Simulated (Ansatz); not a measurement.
# Electron-phonon data for Lu$_{3}$InN (Pm-3m)

```
CELL_PARAMETERS angstrom
      4.61802     0.00000     0.00000
      0.00000     4.61802     0.00000
      0.00000     0.00000     4.61802
ATOMIC_POSITIONS crystal
  Lu 0.50000 0.50000 0.00000
  Lu 0.00000 0.50000 0.50000
  Lu 0.50000 0.00000 0.50000
  In 0.00000 0.00000 0.00000
  N  0.50000 0.50000 0.50000
```

The numbers are results of PBEsol, DFPT electron-phonon coupling, linearised Boltzmann equation (plane waves, PAW, scalar-relativistic; Ansatz, an electronic-structure program), not measurements. How the cell was made: relaxed with this functional, without spin-orbit coupling.

- resistivity at 300 K: 21 μΩ·cm
- resistivity at 77 K: 3.2 μΩ·cm
- electron mean free path at 300 K (weighted by the current that each state carries): 10.8 nm
- electron-phonon coupling λ: 0.21
- transport coupling λ_tr: 0.22
- logarithmic mean phonon energy: 17.3 meV
- density of states at the Fermi level: 0.90 states/(eV·spin·cell)
- Drude plasma energy: 3.4 eV
- Hall coefficient at 300 K: -52 ×10⁻¹¹ m³/C
- Tc for μ* = 0.10 (anisotropic Eliashberg): below 1 K
- Tc for μ* = 0.13 (anisotropic Eliashberg): below 1 K

A metal at this level (no band gap). Only scattering by harmonic phonons is included (no impurities, grain boundaries, electron-electron scattering or thermal expansion). Spin-orbit coupling is left out, which matters with elements this heavy. Halving the electron mesh (20x20x20) moves the resistivity by up to 2 % at 300 K, the mean free path by up to 2 %, the coupling by up to 2 %. Smearing 0.20 eV; phonons on a 3x3x3 q mesh, which this run doesn't test and which matters most at low temperature. Tc comes from the anisotropic Migdal-Eliashberg equations with μ*, a chosen number, referred to 28 meV.

Formula and space group known from diffraction (Crystallography Open Database), not checked to be the room-temperature form: Lu3InN (Pm-3m).
